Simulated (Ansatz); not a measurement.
System: CsCl-type CoAl. Method: r²SCAN-D4 (plane waves, PAW; Ansatz, a quantum-chemistry and plane-wave program).

Run with plane-wave cutoff 560 eV, 20×20×20 k mesh, Fermi–Dirac smearing 0.05 eV, no spin polarisation, scalar-relativistic PAW data made under PBE.

The volume scan:

```csv
V (Å³/atom),E − E_lowest (meV/atom)
10.480,28.25
10.703,12.10
10.926,2.91
11.149,0.00
11.372,2.74
11.595,10.57
11.818,22.98
```

Question: Fit the third-order Birch–Murnaghan equation and give B0 and B′.

Answer: V0 = 11.149 Å³/atom, B0 = 203 GPa, B′ = 4.2 (fit to the energies at full precision).

Measured, for comparison: bulk modulus 162 GPa, equilibrium volume per atom 11.71 Å³/atom (room temperature, not corrected to a static lattice; as tabulated in Yamada et al. (2019), arXiv:1910.09660). Computed (rounded) less measured: bulk modulus +25 %, equilibrium volume per atom -4.8 %.

Static lattice: no zero-point or thermal effects.
